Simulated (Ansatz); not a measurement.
Start from BP in the zinc blende structure (space group F-43m, No. 216; a = 4.537 Å). Axes: x, y, z lie along the cube axes.

The values are results of Ansatz (a program for electronic structure), r2SCAN, PAW, cutoff 500 eV, no SOC, not measurements.

Base values:

| Property | Result |
|---|---|
| Band gap | 1.41 eV |
| Valence-band top at Γ | 0.00, 0.00, 0.00 eV |

Perturbation: a free-standing slab of 7 layers (14 atoms, 2 a layer) is cut normal to [110], with 15 Å of vacuum and the in-plane cell held at bulk.

Task: Estimate the effect on the band gap, change of the spacing d23 from its bulk value of 1.604 Å, excess energy per area of both faces, valence-band top at Γ and gap character.

Result: The band gap shrinks by 0.93 eV, from 1.41 eV to 0.48 eV; the change of the spacing d23 from its bulk value of 1.604 Å comes out as +0.5 %; the excess energy per area of both faces (slab less bulk energy over the cell's area: twice a surface energy) amounts to 4.21 J/m²; the valence-band top at Γ (three highest levels, from the VBM) goes from 0.00, 0.00, 0.00 eV to 0.00, -0.07, -0.38 eV; the gap character is indirect, Γ → X.

The excess energy carries the mismatch between the slab's and the bulk's meshes. No phonon test of stability was made. k-point labels follow each cell's own Brillouin zone.
